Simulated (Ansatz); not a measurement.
```yaml
crystal:
  lattice:
    - [0.00000, 3.00283, 3.16395]
    - [3.00283, 0.00000, 3.16395]
    - [3.00283, 3.00283, 0.00000]
  atoms:
    - { symbol: In, position: [0.75000, 0.75000, 0.75000] }
    - { symbol: As, position: [0.00000, 0.00000, 0.00000] }
```

All values below come from PBEsol, rigid bands (plane waves, PAW, scalar-relativistic; Ansatz, a quantum-chemistry and plane-wave program). Condition of this run: uniaxial stress zz = -2 GPa (compression positive) (the target of the relaxation). Cell: cell and atoms relaxed with PBEsol, then loaded as said.

**Question.** Is this a good metal at this level?

**Answer.** No. No gap is resolved, and few carriers conduct, as in a semimetal or a zero-gap semiconductor. N(E_F) = 0.0063 states/eV a cell at 300 K and the Drude plasma energy along the best axis is 0.25 eV, several times under that of a simple or noble metal.

Spin-orbit coupling is left out; it can open or close a small gap.
